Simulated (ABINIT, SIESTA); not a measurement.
A SIESTA input for a self-consistent single point of Os (P6_3/mmc, 4 atoms in the cell) (DFT, LDA PW92, numerical atomic orbitals DZP, PseudoDojo LDA standard norm-conserving potentials (rewritten from UPF to PSML)):

```
# files in the folder: Os.psml (PseudoDojo LDA standard)
SystemName  Os
SystemLabel siesta

NumberOfAtoms                4
NumberOfSpecies              1
%block ChemicalSpeciesLabel
  1 76 Os
%endblock ChemicalSpeciesLabel
LatticeConstant              1.0 Bohr
%block LatticeVectors
     5.205420686    0.000000000    0.000000000
    -2.602710343    4.508026708    0.000000000
     0.000000000    0.000000000   16.748474457
%endblock LatticeVectors
AtomicCoordinatesFormat      Bohr
%block AtomicCoordinatesAndAtomicSpecies
     0.000000000    0.000000000    0.000000000  1
     0.000000000    0.000000000    8.374237228  1
    -0.000002603    3.005352641    4.187118614  1
     2.602712946    1.502674067   12.561355843  1
%endblock AtomicCoordinatesAndAtomicSpecies

XC.functional                LDA
XC.authors                   PW92
PAO.BasisSize                DZP
PAO.EnergyShift              0.005 Ry
MeshCutoff                   400 Ry
%block kgrid.MonkhorstPack
    9   0   0  0.0
    0   9   0  0.0
    0   0   3  0.0
%endblock kgrid.MonkhorstPack
OccupationFunction           MP
OccupationMPOrder            0
ElectronicTemperature        100.0 meV

MaxSCFIterations             150
SCF.Mixer.Method             Pulay
SCF.Mixer.Weight             0.1
SCF.Mixer.History            6
SCF.DM.Tolerance             1.0E-05
Diag.ParallelOverK           true
WriteForces                  true
```

Question: Write the same calculation as an input for ABINIT.

Answer: This is the input that was run; spellings and numerical settings could be chosen otherwise.

```
# Os, PseudoDojo nc-sr-04 LDA standard
pp_dirpath "./"
pseudos "Os.upf"
acell 2.7545900479 2.7545900479 8.8629110000 Angstrom
rprim
         1.0000000000   -0.0000000040    0.0000000000
        -0.4999999965    0.8660254058    0.0000000000
         0.0000000000    0.0000000000    1.0000000000
natom 4
ntypat 1
znucl 76
typat 1 1 1 1
xcart
         0.0000000000    0.0000000000    0.0000000000
         0.0000000000    0.0000000000    4.4314555000
         0.0000000064    1.5903633057    2.2157277500
         1.3772950272    0.7951816473    6.6471832500
      Angstrom
ecut 37
occopt 7
tsmear 0.00367493
nband 41
kptopt 1
ngkpt 9 9 3
nshiftk 1
shiftk 0 0 0
nstep 60
tolvrs 1.0e-12
prtwf 0
prtden 0
```

Basis, cutoffs, solver keys and any potentials are the target program's own. This input uses DFT, LDA (PW92), plane waves, norm-conserving pseudopotentials (PseudoDojo nc-sr-04 LDA standard). LDA parametrisations can differ slightly between programs. Both were run: pressure -20.55 GPa in SIESTA and -23.05 in ABINIT.

On SIESTA: the starting cell was generated: these elements placed on a structure prototype, without a prior relaxation; it need not be a known phase or ordering of this composition. Its lattice was rescaled by a random factor within 2.5 % of one. Spin polarisation is off. Values carry the incompleteness of an atom-centred basis. With a pressure of about -21 GPa the cell is away from its equilibrium volume at this level.

On ABINIT: the starting cell was generated: these elements placed on a structure prototype, without a prior relaxation; it need not be a known phase or ordering of this composition. Its lattice was rescaled by a random factor within 2.5 % of one. Spin polarisation is off. With a pressure of about -23 GPa the cell is away from its equilibrium volume at this level.
